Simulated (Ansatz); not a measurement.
**Nb2AlC, pressure series**

The parent structure is Nb2AlC (space group P6_3/mmc, No. 194; a = 3.093 Å, c = 13.847 Å; a cell from a computed database, its experimental status unchecked).

Cell and atoms are relaxed at each pressure.

Method: Ansatz (a program for electronic structure) PBEsol, no spin-orbit coupling.

```
P (GPa)  V (Å³/atom)
-------  -----------
0.29          14.315
0.68          14.285
1.49          14.224
3.00          14.113
4.99          13.973
7.49          13.808
9.99          13.652
```

Q: Fit a third-order Birch–Murnaghan equation of state.

A: Least squares on P(V) = (3B₀/2)[(V₀/V)^(7/3) − (V₀/V)^(5/3)]·[1 + (3/4)(B₀′ − 4)((V₀/V)^(2/3) − 1)] gives V₀ = 14.34 Å³/atom, B₀ = 184 GPa and B₀′ = 4.2.

Load acts through the strain it causes; cell and atoms are relaxed under it. No phonon test of stability was made. No other phases were tried under pressure. All final runs are without spin polarisation.
